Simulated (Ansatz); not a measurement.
Take ZrSi2 (space group Cmcm, No. 63) as the base.

```yaml
crystal:
  lattice:
    - [1.84434, -7.42919, 0.00000]
    - [1.84434, 7.42919, 0.00000]
    - [0.00000, 0.00000, 3.66679]
  atoms:
    - { symbol: Si, position: [0.94827, 0.05173, 0.75000] }
    - { symbol: Si, position: [0.05173, 0.94827, 0.25000] }
    - { symbol: Si, position: [0.24981, 0.75019, 0.75000] }
    - { symbol: Si, position: [0.75019, 0.24981, 0.25000] }
    - { symbol: Zr, position: [0.60584, 0.39416, 0.75000] }
    - { symbol: Zr, position: [0.39416, 0.60584, 0.25000] }
```

Cartesian axes are those of the cell as printed.

All numbers come from r2SCAN, PAW, 500 eV (Ansatz, a quantum-chemistry and plane-wave program; no spin-orbit coupling).

Before the change:

The volume per atom is 16.75 Å³.

One thing is altered: biaxial strain −2.12 %, plane normal [001], relaxed out of plane (Cartesian); in-plane vectors clamped, the third vector and the atoms free.

Task: What does the calculation give for the volume per atom after the change?

Result: The volume per atom shrinks by 0.52 Å³, from 16.75 Å³ to 16.23 Å³.

Task: How does this affect the energy relative to the base?

Result: The energy rises by 13 meV/atom.

Without a gap, meshes like the base's 13×13×13 leave anisotropic stresses uncertain by several tenths of a GPa, and small strain energies with them. Whether these cells are dynamically stable was not tested. All final runs are without spin polarisation.
